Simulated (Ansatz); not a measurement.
This concerns the formation energy of TiCo (CsCl type, Pm-3m) from the elements. Reaction: Ti (hcp) + Co (hcp) → TiCo (CsCl type). Negative: the products are lower in energy. The value is per atom of the solid.

TiCo (CsCl type, Pm-3m), 2 atoms in the cell; spin state with PBE: net moment 0.8 μB a cell, k-point mesh 16×16×16 on the run's own vectors.
```
CoTi
1.0
    2.98453     0.00000     0.00000
    0.00000     2.98453     0.00000
    0.00000     0.00000     2.98453
Ti Co
1 1
Direct
  0.00000   0.00000   0.00000
  0.50000   0.50000   0.50000
```

Ti (hcp, P6₃/mmc), 2 atoms in the cell; spin state with PBE: run without spin, k-point mesh 24×24×14 on the run's own vectors. Conventional cell: a = 2.940 Å, b = 2.940 Å, c = 4.654 Å, α = 90.00°, β = 90.00°, γ = 120.00°.

Co (hcp, P6₃/mmc), 2 atoms in the cell; spin state with PBE: parallel moments, net moment 3.2 μB a cell, k-point mesh 30×30×16 on the run's own vectors. Conventional cell: a = 2.4934 Å, b = 2.4934 Å, c = 4.0370 Å, α = 90.00°, β = 90.00°, γ = 120.00°.

All numbers come from Ansatz (an electronic-structure program), plane waves with PAW, its PAW set soft_1, cutoff 420 eV. The structures are at rest with PBE. Neutral cells; Fermi-Dirac smearing of at most 0.10 eV in the solids, energies taken to zero width. A dispersion term (D3(BJ), or D4 for r2SCAN) was computed beside these levels and is taken off wherever the name lacks it. Space groups of crystals are read within 0.01 Å. No zero-point or thermal terms. No search over spin orders was made beyond those shown. Where moments are parallel, another order may lie lower.

**Question.** What value does PBE give?

**Answer.** -0.40 eV/atom, for Ti (hcp) + Co (hcp) → TiCo (CsCl type).
